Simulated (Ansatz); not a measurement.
Here is the system:

End structure of a constructed model of the (111) surface of fcc Au, p(2x2) layer of Bi, one a cell, on the site that continues the host's stacking (bottom of the slab: a bare face, its two planes held):

```
CELL_PARAMETERS angstrom
      5.87918     0.00000     0.00000
     -2.93959     5.09152     0.00000
      0.00000     0.00000    30.50000
ATOMIC_POSITIONS crystal
  Au 0.16667 0.83333 0.26351
  Au 0.16667 0.33333 0.26351
  Au 0.66667 0.83333 0.26351
  Au 0.66667 0.33333 0.26351
  Au 0.33333 0.66667 0.34220
  Au 0.33333 0.16667 0.34220
  Au 0.83333 0.66667 0.34220
  Au 0.83333 0.16667 0.34220
  Au 0.50000 0.50000 0.42046
  Au 0.49961 0.99981 0.42046
  Au 0.00019 0.50039 0.42046
  Au 0.00019 0.99981 0.42046
  Au 0.66687 0.33313 0.49876
  Au 0.66687 0.83374 0.49876
  Au 0.16626 0.33313 0.49876
  Au 0.16667 0.83333 0.49905
  Au 0.83333 0.16667 0.57814
  Au 0.83326 0.66663 0.57737
  Au 0.33337 0.16674 0.57737
  Au 0.33337 0.66663 0.57737
  Au 0.99378 0.00622 0.65757
  Au 0.99378 0.48756 0.65757
  Au 0.51244 0.00622 0.65757
  Au 0.50000 0.50000 0.65734
  Bi 0.16667 0.83333 0.72692
```

Set-up: 25 atoms, 14.4 Å thick at the start; mesh 8x8x1; 0.1 eV smearing; dipole correction on; 8 atoms held, the rest relaxed; held to the start's symmetry, so lower structures may exist; no spin, no spin-orbit, no U. It is one candidate, not shown to be the stable structure of the face.

Question: What work function of the top face does PBE in Ansatz (a quantum-chemistry and plane-wave program) give?

Answer: 3.92 eV
